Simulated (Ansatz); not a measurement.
## Convergence study of shifted k-point meshes for CoAl (P4mm, 2 atoms in the cell)

```
CELL_PARAMETERS angstrom
      2.85142     0.00000     0.00000
      0.00000     2.85142     0.00000
      0.00000     0.00000     2.85142
ATOMIC_POSITIONS crystal
  Al 0.50000 0.50000 0.51753
  Co 0.00000 0.00000 0.00000
```

Method of the run: PBEsol, PAW files made with PBE (plane waves; Ansatz, a quantum-chemistry and plane-wave program).

Base settings: basis.ecutwfc = 420 eV; kpoints.mp_grid.grid = 12 12 12; hamiltonian.xc = pbesol; hamiltonian.pseudopotentials = {kind: paw} (the program's default PAW files); scf.occupations.method = gaussian; scf.occupations.width = 0.1 eV.

In this ladder: kpoints.mp_grid.shift = 0.5 0.5 0.5.

Only quantities that move along the ladder and can be compared are tabulated.

The count of work is k-points × plane waves × bands × iterations; it is no time. 

The starting cell has typed, rounded lattice constants, without a prior relaxation at this level. Its lattice was rescaled by up to half a per cent. One atom was moved a little off its site on purpose. Spin polarisation is off. In the base run, with a pressure of about -5 GPa the cell is away from its equilibrium volume at this level. Ansatz's pressure includes its estimate of the finite-basis (Pulay) stress.

| kpoints.mp_grid.grid | free energy less the last step's (meV/atom) | pressure (GPa) | largest difference of a force vector from the last step's (eV/Å) | count of work / last |
|---|---|---|---|---|
| 2 2 2 | -439.35 | -19.26 | 0.049 | 0.00028 |
| 3 3 3 | 114.92 | -3.30 | 0.035 | 0.0017 |
| 4 4 4 | -37.28 | -6.38 | 0.008 | 0.0014 |
| 5 5 5 | 16.66 | -5.00 | 0.001 | 0.0043 |
| 6 6 6 | -5.50 | -5.45 | 0.000 | 0.0043 |
| 7 7 7 | 1.76 | -5.42 | 0.002 | 0.011 |
| 8 8 8 | 0.69 | -5.38 | 0.000 | 0.0095 |
| 9 9 9 | -0.24 | -5.27 | 0.000 | 0.018 |
| 10 10 10 | 0.04 | -5.44 | 0.000 | 0.024 |
| 11 11 11 | 0.29 | -5.39 | 0.000 | 0.035 |
| 12 12 12 | -0.27 | -5.37 | 0.000 | 0.030 |
| 13 13 13 | -0.04 | -5.38 | 0.000 | 0.054 |
| 15 15 15 | 0.00 | -5.40 | 0.000 | 0.080 |
| 16 16 16 | 0.03 | -5.37 | 0.000 | 0.080 |
| 18 18 18 | 0.07 | -5.38 | 0.000 | 0.11 |
| 20 20 20 | -0.04 | -5.38 | 0.000 | 0.15 |
| 22 22 22 | 0.01 | -5.38 | 0.000 | 0.20 |
| 25 25 25 | -0.02 | -5.38 | 0.000 | 0.33 |
| 28 28 28 | -0.01 | -5.38 | 0.000 | 0.41 |
| 31 31 31 | 0.00 | -5.38 | 0.000 | 0.60 |
| 34 34 34 | 0.00 | -5.38 | 0.000 | 0.72 |
| 38 38 38 | 0.00 | -5.38 | 0.000 | 1.0 |

Coarsest kpoints.mp_grid.grid that holds the pressure within 0.5 GPa of the last step, with all finer ones: 5 5 5, at 0.0043 of the last step's count of work; the step before is off by 1.0 GPa.

Coarsest kpoints.mp_grid.grid that holds the free energy within 2 meV/atom of the last step, with all finer ones: 7 7 7, at 0.011 of the last step's count of work; the step before is off by 5.5 meV/atom.

Coarsest kpoints.mp_grid.grid that holds the forces within 0.02 eV/Å of the last step, with all finer ones: 4 4 4, at 0.0014 of the last step's count of work; the step before is off by 0.035 eV/Å.

Keys are those of Ansatz 0.2.
